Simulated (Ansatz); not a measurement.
Al on the 1x1 (110) surface of bcc Mo, one in a 2x2 cell, energies for each (28.3 Å²). Energies are against an atom of fcc Al, without zero-point or thermal terms; each row is named by its start.

The numbers are results of PBE (plane waves to 420 eV, PAW; Ansatz, a first-principles code), not measurements.

Model: 17-atom slab, 6.5 Å thick at the start under the adsorbate (thin: gaps and levels are the slab's own), 6x6x1 mesh, Fermi-Dirac 0.1 eV, dipole correction, 8 atoms held, the rest relaxed; each run with such symmetry as its start has; no spin, no spin-orbit, no U, no dispersion correction.

A negative adsorption energy means that the adsorbate is more stable on the surface than in its reference. Heights count from the host atoms within 0.3 Å of the top one.

```json
[
 {"starting site": "top Mo", "E_ads (eV)": "0.61", "height (Å)": "2.43", "nearest host atom (Å)": "Mo 2.50", "bonded to": "Mo", "Δ work function (eV)": "-0.51", "lateral drift (Å)": "0.0"},
 {"starting site": "hollow Mo-Mo-Mo", "E_ads (eV)": "-0.32", "height (Å)": "1.96", "nearest host atom (Å)": "Mo 2.57", "bonded to": "4 Mo", "Δ work function (eV)": "-0.41", "lateral drift (Å)": "0.6"},
 {"starting site": "bridge Mo-Mo (span 2.7 Å)", "E_ads (eV)": "0.15", "height (Å)": "2.13", "nearest host atom (Å)": "Mo 2.58", "bonded to": "4 Mo", "Δ work function (eV)": "-0.46", "lateral drift (Å)": "0.0"},
 {"starting site": "bridge Mo-Mo (span 3.2 Å)", "E_ads (eV)": "-0.32", "height (Å)": "1.95", "nearest host atom (Å)": "Mo 2.57", "bonded to": "4 Mo", "Δ work function (eV)": "-0.41", "lateral drift (Å)": "0.0"}
]
```
